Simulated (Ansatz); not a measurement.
The reference is BaZrO$_{3}$ in the cubic perovskite structure (space group Pm-3m, No. 221; a = 4.181 Å). Axes: x, y, z lie along the cube axes.

Method: PBEsol, PAW, 420 eV (Ansatz, a quantum-chemistry and plane-wave program; no SOC).

For the base:

| Item | Result |
|---|---|
| Pressure | -0.01 GPa |

It is then changed as follows: compressive biaxial strain of 2.50 % in the plane normal to [111], as in epitaxy on a mismatched substrate; the out-of-plane cell vector and the atoms relax.

**Question.** What does the calculation give for the pressure and out-of-plane strain after the change?

**Answer.** The pressure (mean of the normal stresses, compression positive) rises by 5.313 GPa, from -0.01 GPa to 5.31 GPa; the out-of-plane strain amounts to +2.05 %.

Stability against distortions was not tested.
